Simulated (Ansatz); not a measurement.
Consider W in the bcc (W type) structure (space group Im-3m, No. 229).

```
CELL_PARAMETERS angstrom
     -1.58464     1.58464     1.58464
      1.58464    -1.58464     1.58464
      1.58464     1.58464    -1.58464
ATOMIC_POSITIONS crystal
  W  0.00000 0.00000 0.00000
```

The values are results of Kohn–Sham DFT with the r2SCAN functional, run in Ansatz (an electronic-structure program) with PAW and 500 eV plane waves, no spin-orbit coupling, not measurements.

Before the change:

- Band gap = zero
- Lattice parameter a = 3.169 Å

It is then changed as follows: a hydrostatic pressure of 4.5 GPa.

### Question
How does this affect the band gap?

### Answer
The band gap is still zero.

### Question
Estimate the effect on the lattice parameter a.

### Answer
The lattice parameter a decreases by 0.0145 Å (3.169 Å → 3.155 Å).

Load acts through the strain it causes; cell and atoms are relaxed under it. No phonon test of stability was made. The final runs are not spin-polarised.
